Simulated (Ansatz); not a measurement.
Consider this model of amorphous silicon oxide (Si$_{24}$O$_{47}$).

```xyz
71
Lattice="10.2451 0.0000 0.0000 0.0000 10.2451 0.0000 0.0000 0.0000 10.2451" Properties=species:S:1:pos:R:3 pbc="T T T"
Si     8.3402     0.3992     1.8616
Si     2.4237     3.5293     1.8962
Si     3.4134     9.3719     0.0394
Si     6.5927     5.2230     5.5715
Si     2.8141     5.4436     4.1036
Si     8.4445     1.0574     4.8740
Si     6.7710     7.5078     3.9356
Si     4.5346     3.9543     9.7520
Si     3.9904     4.2662     6.7551
Si     2.2800     9.2791     7.4835
Si     9.7846     2.6299     6.8304
Si     7.8507     0.4227     7.5232
Si     5.9876     1.0856     9.9480
Si     2.5062     1.7190     6.3423
Si     7.8221     4.8448     3.0143
Si     9.3225     8.5129     5.0925
Si     9.6280     8.2878     8.4089
Si     8.7275     5.3317     7.8146
Si     0.3333     5.4832     2.5579
Si     4.1799     7.9970     2.6868
Si     2.4238     9.7491     4.4183
Si     7.0398     5.3836     0.1871
Si     1.2229     0.5477     1.8178
Si     8.8589     7.7386     1.0447
O      1.8886     2.0117     2.0852
O      9.5594     6.6944     8.1000
O      8.4147     9.1188     7.6695
O      4.6868     0.1641     0.0656
O      9.0828     1.4919     7.8038
O      2.3622     8.8671     5.8532
O      7.7849     6.4705     3.1923
O      9.6264    10.1659     5.0983
O      7.1806     0.9430     0.8355
O      3.0850     4.0202     3.3235
O     10.0049     6.7924     1.7517
O      0.7579     8.9163     7.8656
O      8.3512     8.9972     1.9662
O      9.8831     0.8012     1.4531
O      7.9669     1.0717     3.3191
O      2.6577     0.6167     7.5283
O      5.5821     4.4878     6.5712
O      9.7070     4.0891     7.5172
O      5.7989     8.0711     2.7766
O      3.4734     3.6178     0.6747
O      7.5611     6.9047     0.4818
O      3.1678     5.2565     5.7083
O      5.5179     2.6356     9.6837
O      5.4441     5.2719    10.1233
O      5.9399     6.6267     5.0421
O      3.7496     9.2273     3.6558
O      7.2902     0.7179     6.0068
O      1.1283     2.4877     6.6232
O      9.0763     2.5015     5.3502
O      9.5681     8.4741    10.0165
O      7.8364     4.8795     9.1034
O      2.5498     1.0471     4.8732
O      1.2431     5.8755     3.8704
O      1.2301     4.5916     1.5257
O      1.3252     9.8117     3.1595
O      3.7196     8.1744     1.1289
O      3.7206     4.3648     8.3729
O      3.7508     2.7267     6.3519
O      7.6861     8.6008     4.6915
O      7.8981     5.6044     6.4460
O      7.2927     4.4509     1.5211
O      6.9427     4.2643     4.2663
O      9.3976     4.4851     3.0941
O      6.6152     0.5622     8.5450
O      2.0407    10.1223     0.5560
O      3.6712     6.5859     3.3149
O      3.1925     8.7244     8.7648
```

The numbers are results of PBE, scalar-relativistic without spin-orbit coupling (plane waves to 420 eV, PAW; Ansatz, an electronic-structure program), not measurements. The usual formal charges leave 2 electrons over, so the level spacing at the Fermi energy parts defect or band states and needn't be the band gap.

It comes from a melt-quench run on a machine-learned potential (CHGNet), relaxed afterwards by DFT. O atoms were pushed apart under 1.9 Å during the dynamics, to hinder bonds among them. The hot cell started wider than the set density and was brought back towards it in steps. It is the lowest in DFT energy of 4 quenches. It is a model cell: composition and starting density were chosen by hand, and all elements were melted together. No dispersion term was used. Its density started from a set value of 2.20 and ended at 2.20 g/cm³. The simulated quench (nominally 480 K/ps over its main leg) is rapid and tends to freeze in more defects than a deposited or slowly cooled glass has. A cell of this size samples the disorder only roughly. The volume was held where the preparation left it, at a PBE pressure of 0.1 GPa. Stress components on the final sampling reach 2.1 GPa.

Neighbours within Si-Si 2.60 Å, Si-O 1.90 Å, O-O 1.58 Å count as bonded. Two cations that share two anions don't count as bonded, nor two that share one unless they lie closer than Si-Si 2.38 Å.

Give the coordination numbers, mean bond lengths and angles.


The mean coordination of Si by anions is 3.92 (1 with 2, 23 with 4) and the mean coordination of O comes out as 2.00 (47 with 2). The mean Si-O bond is 1.637 Å (spread 0.019 Å, 94 counted), the bond angle at Si is mean 109.4°, spread 4.6° and the bond angle at O is mean 139.6°, spread 14.1°.

Which atoms depart from the most common coordination of their element?

Si16 has 2 (O32 1.68 Å, O63 1.69 Å).

List the pairs of like atoms that count as bonded by the rules above.

There are none by these rules.

What Bader charges do the atoms carry, from a run on the zone centre alone?

Means (range): Si +3.22 e (+1.68 to +3.30), O -1.64 e (-1.66 to -1.62).
```json
[
 {"atom": "Si1", "charge (e)": "+3.28"},
 {"atom": "Si2", "charge (e)": "+3.29"},
 {"atom": "Si3", "charge (e)": "+3.28"},
 {"atom": "Si4", "charge (e)": "+3.28"},
 {"atom": "Si5", "charge (e)": "+3.28"},
 {"atom": "Si6", "charge (e)": "+3.26"},
 {"atom": "Si7", "charge (e)": "+3.28"},
 {"atom": "Si8", "charge (e)": "+3.29"},
 {"atom": "Si9", "charge (e)": "+3.29"},
 {"atom": "Si10", "charge (e)": "+3.27"},
 {"atom": "Si11", "charge (e)": "+3.28"},
 {"atom": "Si12", "charge (e)": "+3.27"},
 {"atom": "Si13", "charge (e)": "+3.30"},
 {"atom": "Si14", "charge (e)": "+3.30"},
 {"atom": "Si15", "charge (e)": "+3.28"},
 {"atom": "Si16", "charge (e)": "+1.68"},
 {"atom": "Si17", "charge (e)": "+3.30"},
 {"atom": "Si18", "charge (e)": "+3.30"},
 {"atom": "Si19", "charge (e)": "+3.27"},
 {"atom": "Si20", "charge (e)": "+3.29"},
 {"atom": "Si21", "charge (e)": "+3.27"},
 {"atom": "Si22", "charge (e)": "+3.28"},
 {"atom": "Si23", "charge (e)": "+3.28"},
 {"atom": "Si24", "charge (e)": "+3.29"},
 {"atom": "O25", "charge (e)": "-1.65"},
 {"atom": "O26", "charge (e)": "-1.65"},
 {"atom": "O27", "charge (e)": "-1.64"},
 {"atom": "O28", "charge (e)": "-1.65"},
 {"atom": "O29", "charge (e)": "-1.64"},
 {"atom": "O30", "charge (e)": "-1.63"},
 {"atom": "O31", "charge (e)": "-1.66"},
 {"atom": "O32", "charge (e)": "-1.64"},
 {"atom": "O33", "charge (e)": "-1.64"},
 {"atom": "O34", "charge (e)": "-1.64"},
 {"atom": "O35", "charge (e)": "-1.65"},
 {"atom": "O36", "charge (e)": "-1.65"},
 {"atom": "O37", "charge (e)": "-1.64"},
 {"atom": "O38", "charge (e)": "-1.64"},
 {"atom": "O39", "charge (e)": "-1.64"},
 {"atom": "O40", "charge (e)": "-1.65"},
 {"atom": "O41", "charge (e)": "-1.65"},
 {"atom": "O42", "charge (e)": "-1.64"},
 {"atom": "O43", "charge (e)": "-1.64"},
 {"atom": "O44", "charge (e)": "-1.65"},
 {"atom": "O45", "charge (e)": "-1.65"},
 {"atom": "O46", "charge (e)": "-1.63"},
 {"atom": "O47", "charge (e)": "-1.64"},
 {"atom": "O48", "charge (e)": "-1.63"},
 {"atom": "O49", "charge (e)": "-1.64"},
 {"atom": "O50", "charge (e)": "-1.65"},
 {"atom": "O51", "charge (e)": "-1.63"},
 {"atom": "O52", "charge (e)": "-1.65"},
 {"atom": "O53", "charge (e)": "-1.63"},
 {"atom": "O54", "charge (e)": "-1.65"},
 {"atom": "O55", "charge (e)": "-1.65"},
 {"atom": "O56", "charge (e)": "-1.64"},
 {"atom": "O57", "charge (e)": "-1.64"},
 {"atom": "O58", "charge (e)": "-1.64"},
 {"atom": "O59", "charge (e)": "-1.64"},
 {"atom": "O60", "charge (e)": "-1.64"},
 {"atom": "O61", "charge (e)": "-1.63"},
 {"atom": "O62", "charge (e)": "-1.64"},
 {"atom": "O63", "charge (e)": "-1.64"},
 {"atom": "O64", "charge (e)": "-1.66"},
 {"atom": "O65", "charge (e)": "-1.64"},
 {"atom": "O66", "charge (e)": "-1.63"},
 {"atom": "O67", "charge (e)": "-1.64"},
 {"atom": "O68", "charge (e)": "-1.64"},
 {"atom": "O69", "charge (e)": "-1.64"},
 {"atom": "O70", "charge (e)": "-1.65"},
 {"atom": "O71", "charge (e)": "-1.62"}
]
```
